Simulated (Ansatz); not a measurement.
Sr4N2O (model structure, started from the Ca4P2O type, I4/mmm, No. 139, 7 atoms in the cell) was calculated with r²SCAN (Ansatz, a quantum-chemistry and plane-wave program, PAW).

Numerical settings: plane-wave cutoff 560 eV, 16×16×16 k mesh, Fermi–Dirac smearing 0.05 eV, scalar-relativistic PAW data made under PBE.

Cell (relaxed with PBEsol):

```xyz
7
Lattice="-2.3157 2.3157 6.8128 2.3157 -2.3157 6.8128 2.3157 2.3157 -6.8128" Properties=species:S:1:pos:R:3 pbc="T T T"
Sr     0.0000     0.0000    11.0048
Sr     0.0000     0.0000     2.6208
Sr     0.0000     2.3157     0.0000
Sr     2.3157     0.0000     0.0000
N      0.0000     0.0000     8.5776
N      0.0000     0.0000     5.0480
O      0.0000     0.0000     0.0000
```

Q: Estimate the band gap that the calculation returns.

A: 
band gap: 0.38 eV (on the SCF k mesh)

Note: the relaxation could raise the start's symmetry but not lower it, so the cell can be a saddle point; cell and atoms aren't relaxed at this level (largest force component 0.08 eV/Å, pressure 1.4 GPa).

Spin–orbit coupling is not included.

Static lattice: no zero-point or thermal effects.

The result took around 4 core-minutes (rough).

A model structure was made by putting elements into a prototype or built by hand; it is no filed structure, need not be a known phase, and can be a saddle point held by its symmetry.
